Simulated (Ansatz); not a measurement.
# Competing hops of interstitial Cu in polar orthorhombic HfO2, charge state +1

Defect migration in polar orthorhombic HfO2: interstitial Cu, charge state +1. Method: PBE, PAW (plane waves to 420 eV; Ansatz, a program for electronic structure).

Settings: 96 host sites, the relaxed PBE lattice, the Γ point alone, smearing 0.01 eV, spin-restricted, no image-charge correction. Energies are static. Spin-orbit coupling is left out. The host's phase is taken as given; its stability against other phases was not computed. The charge state is imposed; whether it is stable for some Fermi level was not computed. Sites that were not tried may lie lower.

Barriers: single points on a 2×2×2 k-point mesh shifted by half a step at the bands' geometries.

```csv
Route,Start site over the lowest site run (eV),Hop (Å),Forward barrier (eV),Backward barrier (eV),Neighbours at the start,Neighbours at the saddle,Saddle order,"Forward, on the band's own sampling (eV)"
one Cu atom jumps by itself,0.00,3.03,0.94,0.94,"O at 1.87, O at 1.95, O at 2.17, O at 2.18, O at 2.19 Å","O at 1.81, O at 1.85, O at 2.18, O at 2.29 Å",first order,0.92
one Cu atom jumps by itself,0.00,3.35,1.55,1.55,"O at 1.87, O at 1.95, O at 2.17, O at 2.18, O at 2.19 Å","O at 1.80, O at 1.86, O at 2.03 Å",inconclusive,1.54
```

Paths come from CI-NEB runs. Of the routes that converged and passed our checks, the lowest saddle point lies 0.94 eV above the lowest of the sites run (one Cu atom jumps by itself); other sites, such as split forms, and other routes may lie lower.
